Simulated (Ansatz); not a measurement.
The starting structures come from a database of crystals and need not be the phases stable at ambient conditions.

 Where the default PAW files enter, the runs use the earlier of Ansatz's two default sets.

By PBEsol, the system below comes out a metal.

The ballistic (Sharvin) conductance counts the channels at the Fermi level: G/A = (e²/h) × channels of both spins per area.

Consider the following.

```
CELL_PARAMETERS angstrom
      4.50369     0.00000     0.00000
      0.00000     6.36918     0.00000
      0.00000     3.18459     3.18459
ATOMIC_POSITIONS crystal
  Si 0.65317 0.34683 0.80634
  Si 0.15317 0.15317 0.69366
  Si 0.34683 0.84683 0.50000
  Si 0.84683 0.65317 0.00000
  Ni 0.35050 0.64950 0.20100
  Ni 0.85050 0.85050 0.29900
  Ni 0.64950 0.14950 0.50000
  Ni 0.14950 0.35050 0.00000
```

Space group of this cell: P2_13. The cell is taken as given; by PBEsol its mean pressure is -4.6 GPa.

The current flows along the normal of the first two printed cell vectors, the (110) plane of the conventional cell. No spin-orbit coupling; the value is a mean over 0.1 eV about the Fermi level.

Task: Compute, with PBEsol (Ansatz, an electronic-structure program), the ballistic conductance per area.

Result: 0.35 × 10¹⁵ S/m² for both spins.
